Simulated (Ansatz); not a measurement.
GaSb, pressure series

Start from GaSb in the zinc blende structure (space group F-43m, No. 216).

```
CELL_PARAMETERS angstrom
      0.00000     3.10671     3.10671
      3.10671     0.00000     3.10671
      3.10671     3.10671     0.00000
ATOMIC_POSITIONS crystal
  Ga 0.00000 0.00000 0.00000
  Sb 0.25000 0.25000 0.25000
```

Cell and atoms are relaxed at each pressure.

All numbers come from PBE (Ansatz, a first-principles code), scalar-relativistic without spin-orbit coupling.

Two rows of this table had their results exchanged by mistake.

```json
[
 {"pressure": "pressure −2 GPa", "volume per atom (Å³)": "31.55", "shortest distance (Å)": "2.737", "band gap": "zero"},
 {"pressure": "pressure −1 GPa", "volume per atom (Å³)": "30.72", "shortest distance (Å)": "2.712", "band gap": "zero"},
 {"pressure": "pressure 0.9 GPa", "volume per atom (Å³)": "29.43", "shortest distance (Å)": "2.674", "band gap": "zero"},
 {"pressure": "pressure 2.1 GPa", "volume per atom (Å³)": "28.74", "shortest distance (Å)": "2.653", "band gap": "zero"},
 {"pressure": "pressure 4.5 GPa", "volume per atom (Å³)": "27.61", "shortest distance (Å)": "2.618", "band gap": "0.29 eV"},
 {"pressure": "pressure 9 GPa", "volume per atom (Å³)": "21.84", "shortest distance (Å)": "2.421", "band gap": "0.35 eV"},
 {"pressure": "pressure 15 GPa", "volume per atom (Å³)": "24.42", "shortest distance (Å)": "2.513", "band gap": "0.61 eV"},
 {"pressure": "pressure 22.5 GPa", "volume per atom (Å³)": "22.96", "shortest distance (Å)": "2.462", "band gap": "0.48 eV"},
 {"pressure": "pressure 30 GPa", "volume per atom (Å³)": "26.00", "shortest distance (Å)": "2.565", "band gap": "0.62 eV"}
]
```

### Question
Which two?

### Answer
The rows for pressure 9 GPa and pressure 30 GPa: the volume has to fall steadily with pressure, so 26.00 Å³ belongs to pressure 9 GPa and 21.84 Å³ to pressure 30 GPa.

Spin-orbit coupling, missing from the scalar runs, can matter with Sb. Load acts through the strain it causes; cell and atoms are relaxed under it. Whether these cells are dynamically stable was not tested. Tetrahedral semiconductors of this kind turn to denser phases somewhere between about 1 and 50 GPa; those were not computed, so compressed cells here can lie past the real transition. The final runs are not spin-polarised. A zero or small gap of GaSb can be the functional's error rather than a property of the material.
